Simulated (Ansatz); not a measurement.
The cell is built on a prototype and need not be the phase stable at ambient conditions.

By PBEsol, the system below comes out a metal.

The ballistic (Sharvin) conductance counts the channels at the Fermi level: G/A = (e²/h) × channels of both spins per area.

Data:

```
CELL_PARAMETERS angstrom
      2.96770     0.00000     0.00000
      0.00000     2.96770     0.00000
      0.00000     0.00000     2.96972
ATOMIC_POSITIONS crystal
  Al 0.50000 0.50000 0.50000
  Rh 0.00000 0.00000 0.00000
```

Space group of this cell: P4/mmm, CsCl type. The cell was relaxed by PBE-D3(BJ); by PBEsol its mean pressure is 0.8 GPa.

The current flows along the normal of the first two printed cell vectors. No spin-orbit coupling; the value is a mean over 0.1 eV about the Fermi level.

Task: Give the ballistic conductance per area that Ansatz (a first-principles code) with PBEsol yields.

Result: 0.47 × 10¹⁵ S/m² for both spins.
